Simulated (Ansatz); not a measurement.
# BP: energy against volume

BP (zinc blende, F-43m, 11.762 Å³/atom and stress up to 0.01 GPa in the relaxed cell, cube axes along x, y and z) under hydrostatic pressure, with the cell free. PBE in Ansatz, a plane-wave DFT program (PAW, default set), 420 eV, 12×12×12 Γ-centred mesh, Fermi-Dirac smearing 0.05 eV; ions are relaxed, or left where forces stay under 0.02 eV/Å, within the symmetry of each cell.

Here V stands for volume and E for E less E0.

| volume (Å³/atom) | E less E0 (meV/atom) | pressure (GPa) |
|---|---|---|
| 11.9109 | 0.93 | -1.99 |
| 11.8350 | 0.24 | -0.99 |
| 11.7619 | 0.00 | 0.01 |
| 11.6979 | 0.19 | 0.90 |
| 11.6144 | 0.96 | 2.10 |
| 11.4553 | 4.23 | 4.50 |
| 11.1831 | 15.62 | 9.00 |
| 10.8617 | ? | ? |

### Question
Fit E against V with the third-order Birch-Murnaghan form, a cubic in V^(-2/3), and predict the withheld value at V = 10.8617.

### Answer
With u = V^(-2/3) - 0.1948, the rows have u = -0.0030640, -0.0022451, -0.0014481, -0.0007436, 0.0001854, 0.0019867, 0.0051671. Least squares gives E = 0.760 + 1037.3·u + 356583·u² - 146778·u³. Residuals (row less fit): -0.004, 0.010, -0.006, 0.004, -0.005, 0.003, 0.000; standard error 0.008 (degrees of freedom: 3). Its minimum lies at u = -0.0014532, so V0 = (0.1933468)^(-3/2) = 11.76. There d²E/du² = 714400 and d³E/du³ = -880700, so B0 = (4/9) × 11.76^(-7/3) × 714400 × 0.160218 = 162 GPa (the last factor turns the table's units into GPa), and B0' = 4 + (2/3) × 0.1933468 × (-880700)/714400 = 3.8. B0' rests on the cubic coefficient alone and has a standard error of 0.3 from these residuals. At the withheld row, u = 0.0090926, so E = 0.760 + 1037.3 × 0.0090926 + 356583 × 0.0090926² - 146778 × 0.0090926³ = 39.562 meV/atom. The calculation gives 39.57 meV/atom, 0.008 meV/atom above the prediction (0.0 % of the range of E in the table). The row lies outside the fitted rows, so this is an extrapolation. From the scatter of the fitted rows alone, a prediction at this place has a standard error of 0.106 meV/atom, so the miss is 0.1 times that.

Other structures, which can take over under pressure, weren't tried. The same form fitted to the pressure column gives B0' = 3.8; series where the two differ by over 0.4 aren't shown. Rows are the converged runs of the series near zero and its far end, less any whose ions stayed unrelaxed beside relaxed ones; series whose fitted rows scatter by over a few per cent of the range, as at a crossing or softening among them, aren't shown in this form.
